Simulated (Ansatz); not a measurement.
## Ni on the 1x1 (10-10) surface of wurtzite ZnO (cut with top plane O + Zn), one in a 2x1 cell, started at the site 'over O at depth 0.9 Å'

Host crystal: wurtzite ZnO, with a band gap (PBE, scalar-relativistic without spin-orbit coupling).

Level of theory: PBE (plane waves to 420 eV, PAW; Ansatz, a first-principles code).

Set-up: 33 atoms, 9.4 Å thick at the start under the adsorbate (thin: gaps and levels are the slab's own); mesh 3x4x1; 0.01 eV smearing; dipole correction on; 16 atoms held, the rest relaxed; held to the start's symmetry, so lower structures may exist; spin-polarised, no spin-orbit, no U, no dispersion correction. The starting moment vanished. At the end it is bonded to O + 3 Zn. In PBE this state lies 0.40 eV over the lowest of the starts that converged ('top Zn #2').

```
Item                                                                                                                                              Value
--------------------------------------------------------------------------------------  ---------------------------------------------------------------
adsorption energy against an atom of fcc Ni, ferromagnetic                                                                                      2.88 eV
change of the step from the bottom to the top vacuum level, against the clean slab                                                             -0.49 eV
energy released by relaxation                                                                                                                   0.88 eV
height of the binding atom over the mean of the host atoms within 0.3 Å of the top one                                                          0.677 Å
magnetic moment of the cell                                                                                                                     0.00 μB
nearest host atoms of the binding atom                                                                          O at 1.85 Å, Zn at 2.37 Å, Zn at 2.38 Å
largest move of a host atom                                                                                                                      0.41 Å
note                                                                                    in the relaxation the adsorbate left its starting site by 0.7 Å
cost                                                                                                             about 90 core-minutes (a rough figure)
```

A negative adsorption energy means that the adsorbate is more stable on the surface than in its reference.
